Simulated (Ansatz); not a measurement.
GaN, element substitutions

Take GaN in the wurtzite structure (space group P6_3mc, No. 186; a = 3.183 Å, c = 5.185 Å) as the base.

Each row replaces one element on all its sites; cell and atoms are relaxed.

The values are results of PBEsol, PAW, 420 eV (Ansatz, an electronic-structure program; scalar-relativistic without spin-orbit coupling), not measurements.

```
change   band gap  c/a ratio  lattice parameter a
-------  --------  ---------  -------------------
base      1.88 eV      1.629              3.183 Å
N → C        zero      1.743              3.207 Å
Ga → Zn      zero      1.704              3.145 Å
N → P     1.29 eV      1.649              3.833 Å
```

Whether these cells are dynamically stable was not tested. As relaxed here, GaC and ZnN are hypothetical phases, not in the database extracts checked. For GaP in this form, whether it has been made was not checked. All final runs are without spin polarisation. This is not the structure that GaP has at room temperature and ambient pressure.
